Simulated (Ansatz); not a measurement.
Start from ZnCu2SnS4 (space group I-4, No. 82; a = 5.4141 Å, c = 10.8216 Å).

Perturbation: the cell is scaled by 1.0071 in all directions; the atoms relax in the strained cell.

The values are results of r2SCAN (Ansatz, an electronic-structure program, PAW, no SOC), not measurements.

Base, band edges from the VBM (valence, conduction): M -0.88, 1.47; G -0.60, 1.08; R -0.60, 1.08; X -0.42, 0.85; Γ 0.00, 0.47; S₀ -0.58, 1.72; S -0.58, 1.72; N -0.51, 1.83; P -0.57, 1.07 eV.

Task: Give the band edges at the high-symmetry points of the new zone, measured from its valence-band maximum.

Result: 
| point | valence edge (eV) | conduction edge (eV) |
|---|---|---|
| Γ | 0.00 | 0.41 |
| X | -0.40 | 0.81 |
| P | -0.55 | 1.03 |
| N | -0.48 | 1.76 |
| M | -0.83 | 1.44 |
| S | -0.55 | 1.66 |
| S₀ | -0.55 | 1.66 |
| R | -0.57 | 1.03 |
| G | -0.57 | 1.03 |

The gap is 0.41 eV, direct at Γ.

Stability against distortions was not tested. All final runs are without spin polarisation.
